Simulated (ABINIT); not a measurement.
# A short convergence ladder for AlRh (Pm-3m, 2 atoms in the cell)

```xyz
2
Lattice="2.9922 0.0000 0.0000 0.0000 2.9922 0.0000 0.0000 0.0000 2.9922" Properties=species:S:1:pos:R:3 pbc="T T T"
Al     0.0000     0.0000     0.0000
Rh     1.4961     1.4961     1.4961
```

Base method: LDA (PW92), norm-conserving pseudopotentials (PseudoDojo nc-sr-04 LDA standard) (plane waves; ABINIT 10.0.3).

Base settings: pseudos = [Al.upf, Rh.upf]; ecut = 44 Ha; occopt = 7; tsmear = 0.1 eV; ngkpt = 5 5 5; nshiftk = 1; shiftk = 0 0 0; potentials = PseudoDojo nc-sr-04 LDA standard; nband = 15; kptopt = 1.

**Zone-centre phonons against the mesh**

In this ladder: toldfe = default; prtwf = default; prtden = default; istwfk = *1; tolvrs1 = 1e-16; ndtset = 2; prtwf1 = 1; getwfk2 = 1; kptopt2 = 2.

Frequencies are those of the unrelaxed cell, without the LO-TO term of polar crystals.

Only quantities that move along the ladder and can be compared are tabulated.

| ngkpt | highest zone-centre frequency (cm⁻¹) |
|---|---|
| 3 3 3 | 249.5 |
| 7 7 7 | 262.3 |
| 11 11 11 | 263.6 |
| 16 16 16 | 263.5 |

Coarsest ngkpt that holds the highest zone-centre frequency within 1 cm⁻¹ of the last step, with all finer ones: 11 11 11; the step before is off by 1.2 cm⁻¹.

On the base run: the starting cell comes from a database of computed structures (which also holds hypothetical and non-ambient phases and stackings), without a prior relaxation at this level. Its lattice was rescaled by up to half a per cent. Spin polarisation is off. In the base run, with a pressure of about -9 GPa the cell is away from its equilibrium volume at this level. Without a gap this mesh is coarse (it stands for a supercell whose shortest vector is 15 Å).
